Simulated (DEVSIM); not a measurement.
Device: abrupt In0.53Ga0.47As p-n junction, at 300 K.

```
layer (left to right)        material  thickness (μm)  Nd (cm⁻³)  Na (cm⁻³)  τn (s)  τp (s)
---------------------  --------------  --------------  ---------  ---------  ------  ------
1                      In0.53Ga0.47As           0.300          -     1.9e16  1.1e-9  1.1e-9
2                      In0.53Ga0.47As            1.10     7.1e14          -  1.1e-9  1.1e-9
```

Left contact: ohmic. Right contact: ohmic. Voltage is applied to the left contact. Recombination: SRH at mid-gap, Auger. Mobility is μmin + (μ − μmin)/(1 + (N/Nref)^α).

The device is made up for the run: typed textbook-type constants, with dimensions and the other settings drawn at random. Values at 300 K.

| parameter | In0.53Ga0.47As |
|---|---|
| gap (eV) | 0.74 |
| affinity (eV) | 4.51 |
| permittivity | 13.9 |
| Nc (cm⁻³) | 2.1e17 |
| Nv (cm⁻³) | 7.7e18 |
| μn (cm²/Vs) | 12000 |
| μp (cm²/Vs) | 300 |
| μn,min | 300 |
| μp,min | 10 |
| Nref,n | 1.3e17 |
| Nref,p | 4.9e17 |
| αn | 0.48 |
| αp | 0.4 |
| Cn (cm⁶/s) | 5e-29 |
| Cp (cm⁶/s) | 5e-29 |

Simulated with DEVSIM: 1D drift-diffusion, Boltzmann statistics, complete ionisation; no tunnelling, impact ionisation, image-force lowering or self-heating.

Problem. Tabulate band edges, carrier densities and field at zero bias.

Solution. Energies count from the Fermi level of the right contact; mesh points crowd at the junctions.

```csv
x (μm),Ec (eV),Ev (eV),n (cm⁻³),p (cm⁻³),field (V/cm)
0.000,0.585,-0.155,3.2e7,1.9e16,≈ 0
0.01458,0.585,-0.155,3.2e7,1.9e16,≈ 0
0.03435,0.585,-0.155,3.2e7,1.9e16,≈ 0
0.06631,0.585,-0.155,3.2e7,1.9e16,-12
0.1354,0.584,-0.156,3.2e7,1.9e16,-99
0.1973,0.583,-0.157,3.4e7,1.7e16,-650
0.2385,0.577,-0.163,4.2e7,1.4e16,-2200
0.2765,0.563,-0.177,7.3e7,8.2e15,-5900
0.2941,0.550,-0.190,1.2e8,5.0e15,-8700
0.3054,0.539,-0.201,1.8e8,3.3e15,-9500
0.3236,0.523,-0.217,3.4e8,1.7e15,-8800
0.3659,0.488,-0.252,1.3e9,4.5e14,-7800
0.4203,0.447,-0.293,6.4e9,9.3e13,-7200
0.4982,0.394,-0.346,5.0e10,1.2e13,-6400
0.6917,0.287,-0.453,3.1e12,1.9e11,-4600
0.9135,0.207,-0.533,7.0e13,8.6e9,-2700
1.092,0.172,-0.568,2.7e14,2.2e9,-1400
1.216,0.158,-0.582,4.6e14,1.3e9,-820
1.313,0.152,-0.588,5.9e14,1.0e9,-590
1.355,0.149,-0.591,6.5e14,9.2e8,-540
1.380,0.148,-0.592,6.8e14,8.8e8,-520
1.400,0.147,-0.593,7.1e14,8.4e8,-520
```
